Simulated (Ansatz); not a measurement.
**Pt under a change: isotropic strain −0.50 %**

Take Pt in the fcc (Cu type) structure (space group Fm-3m, No. 225; a = 3.9418 Å; relaxed with 0.1 eV smearing) as the base.

The change: an isotropic linear strain of −0.50 %; the atoms relax in the strained cell.

The values are results of r2SCAN/PAW in Ansatz (a first-principles code), without spin-orbit coupling, not measurements. Settings: 29×29×29 k-points, 0.1 eV Fermi–Dirac smearing.

The space group stays Fm-3m (No. 225) and the shortest interatomic distance drops by 0.014 Å, from 2.787 Å to 2.773 Å. The energy grows by 3.0 meV/atom and the pressure goes from zero to 4.2 GPa. The band gap remains zero.

Final structure:

```
Pt
1.0
    0.00000     1.96103     1.96103
    1.96103     0.00000     1.96103
    1.96103     1.96103     0.00000
Pt
1
Cartesian
  0.00000   0.00000   0.00000
```

Cost of the whole job for the changed cell (relaxation, final SCF and bands): around 30 core-seconds (rough).

Stability against distortions was not tested. The final runs are not spin-polarised.
